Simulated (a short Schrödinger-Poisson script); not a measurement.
Stack: MOS inversion layer, SiO2 on p-type Si(100), at 300 K.

From the gate side: 3.1 nm SiO2; 590 nm Si, acceptors 5.3e17 cm⁻³.

Constants are typed, rounded textbook-type inputs, not results; the design itself was drawn at random and stands for no fabricated device. SiO2: permittivity 3.9, conduction-band edge (eV) 3.15, gap (eV) 9, electron mass (mₑ) 0.5. Si: permittivity 11.7, conduction-band edge (eV) 0, gap (eV) 1.124, Nv at 300 K (cm⁻³) 3.1e19.

Channel valleys (confinement mass, in-plane density-of-states mass, number): Δ2 0.916, 0.19, 2; Δ4 0.19, 0.417, 4. At the gate the conduction-band edge of layer 1 lies 3.17 eV − eVg above the Fermi level of the channel; the field vanishes at the back. Gaps are held at their typed values at every temperature. Mesh 0.03 nm at interfaces.

From a short Schrödinger-Poisson script (our own, NumPy): 1D Poisson equation in equilibrium, electrons quantum, Hartree (BenDaniel-Duke, 12 states a valley, the channel's in-plane mass for all, wave functions ending at the dielectric), parabolic valleys, classical holes, full ionisation, no traps, pinning or gate leakage.

```
Vg (V)  electrons (cm⁻²)  C (μF/cm²)  Δ2 E0 (meV from the Fermi level)  Δ4 E0 (meV from the Fermi level)
------  ----------------  ----------  --------------------------------  --------------------------------
0.3               7.86e9       0.214                             172.2                             233.8
0.4              1.06e11       0.457                             104.1                             167.8
0.5              4.38e11       0.725                              66.1                             132.4
0.6              9.07e11       0.831                              45.6                             114.7
0.7              1.43e12       0.880                              32.2                             104.0
0.8              1.98e12       0.908                              22.0                              96.4
0.9              2.55e12       0.925                              13.7                              90.7
1                3.13e12       0.938                               6.6                              86.2
1.1              3.71e12       0.948                               0.3                              82.4
1.2              4.30e12       0.955                              -5.4                              79.1
1.3              4.90e12       0.961                             -10.6                              76.2
1.4              5.50e12       0.966                             -15.5                              73.6
1.5              6.10e12       0.971                             -20.1                              71.2
1.6              6.71e12       0.975                             -24.5                              69.1
1.7              7.32e12       0.978                             -28.7                              67.1
1.8              7.93e12       0.981                             -32.8                              65.2
```

Gate voltages with under 1e9 electrons/cm² are left out.

Q: At Vg = 1.8 V the lowest Δ2 subband lies at -32.8 meV from the Fermi level. How many electrons does it hold, and what share of all?

A: The two-dimensional density of states is g m/(πħ²) = 1.59e11 cm⁻² meV⁻¹ (both spins), kT = 25.9 meV, so n = D kT ln(1 + exp(−E/kT)) = 6.22e12 cm⁻², 0.78 of the 7.93e12 cm⁻² in all.

Q: Compare the slope of the sheet density between 1.6 and 1.8 V with the geometric capacitance of the layers between gate and channel.

A: q Δn/ΔV = 0.977 μF/cm²; ε0/Σ(t/ε) = 1.11 μF/cm². The ratio is 0.88: the channel acts as a further capacitance in series.
